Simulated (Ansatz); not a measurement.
System: fluorite PtAl2. Method: r²SCAN (PAW; Ansatz, a program for electronic structure).

Numerical settings: plane-wave cutoff 560 eV, 16×16×16 k mesh, Fermi–Dirac smearing 0.05 eV, scalar-relativistic PAW data made under PBE.

Results at a series of volumes:

```
V (Å³/atom)  E − E_lowest (meV/atom)  P (GPa)
-----------  -----------------------  -------
16.121                         30.50    10.03
16.464                         13.06     6.32
16.807                          3.15     2.99
17.150                          0.00     0.00
17.492                          2.92    -2.68
17.835                         11.29    -5.09
18.178                         24.55    -7.25
```

**Question.** Estimate the bulk modulus from the pressures at 16.807 and 17.492 Å³/atom, and compare it with a fit to all energies.

**Answer.** B = −V dP/dV. Between V = 16.807 and 17.492 Å³/atom, dP/dV = (-2.68 − (2.99))/(17.492 − 16.807) = -8.28 GPa per Å³/atom; at the midpoint 17.149 Å³/atom this gives B ≈ 142 GPa. The third-order Birch–Murnaghan fit gives V0 = 17.150 Å³/atom, B0 = 142 GPa, B′ = 4.4, which lies within 1 % of that estimate.

Spin–orbit coupling is not included.

Static lattice: no zero-point or thermal effects.
